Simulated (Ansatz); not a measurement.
Si (model structure, R-3m, No. 166, 6 atoms in the cell)

These are r²SCAN+rVV10 (Ansatz, a first-principles code, plane waves, PAW) values and carry that method's errors.

Run with plane-wave cutoff 560 eV, 10×10×10 k mesh, Fermi–Dirac smearing 0.01 eV, scalar-relativistic PAW data made under PBE.

Cell (relaxed at this level):

```xyz
6
Lattice="1.9155 1.1059 9.4696 -1.9155 1.1059 9.4696 0.0000 -2.2119 9.4696" Properties=species:S:1:pos:R:3 pbc="T T T"
Si     0.0000     0.0000    20.9066
Si     0.0000     0.0000    23.2757
Si     0.0000     0.0000     5.1332
Si     0.0000     0.0000     7.5023
Si     0.0000     0.0000    27.2341
Si     0.0000     0.0000     1.1748
```

```yaml
band_gap: 0.65 eV (indirect)
smallest_direct_gap_on_the_k_points_sampled: 1.71 eV
"Γ–Γ gap": 1.72 eV
```

Note: the relaxation could raise the start's symmetry but not lower it, so the cell can be a saddle point.

Static lattice: no zero-point or thermal effects.

It cost about 50 core-seconds (a rough figure) of CPU time.

A model structure was made by putting elements into a prototype or built by hand; it is no filed structure, need not be a known phase, and can be a saddle point held by its symmetry.
